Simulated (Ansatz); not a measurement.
# GeS2 in the 2H-MoS2 type structure (space group P6_3/mmc, No. 194; a hypothetical phase, not in the database extracts checked; layered, stacked along the Cartesian z axis)

```yaml
crystal:
  lattice:
    - [3.38198, 0.00000, 0.00000]
    - [-1.69099, 2.92888, 0.00000]
    - [0.00000, 0.00000, 10.39043]
  atoms:
    - { symbol: Ge, position: [0.33333, 0.66667, 0.25000] }
    - { symbol: Ge, position: [0.66667, 0.33333, 0.75000] }
    - { symbol: S, position: [0.33333, 0.66667, 0.60324] }
    - { symbol: S, position: [0.66667, 0.33333, 0.10324] }
    - { symbol: S, position: [0.66667, 0.33333, 0.39676] }
    - { symbol: S, position: [0.33333, 0.66667, 0.89676] }
```

All numbers come from PBEsol-D3(BJ) (Ansatz, a program for electronic structure, PAW, spin-orbit coupling left out). Settings: 16×16×5 k-points, 0.05 eV Fermi–Dirac smearing.

```yaml
volume_per_atom: 17.15 Å³
density: 4.41 g/cm³
band_gap: zero
total_energy: -2008.014 eV/atom (σ→0; compares only within this code and set-up)
```

Stability against distortions was not tested. All final runs are without spin polarisation.
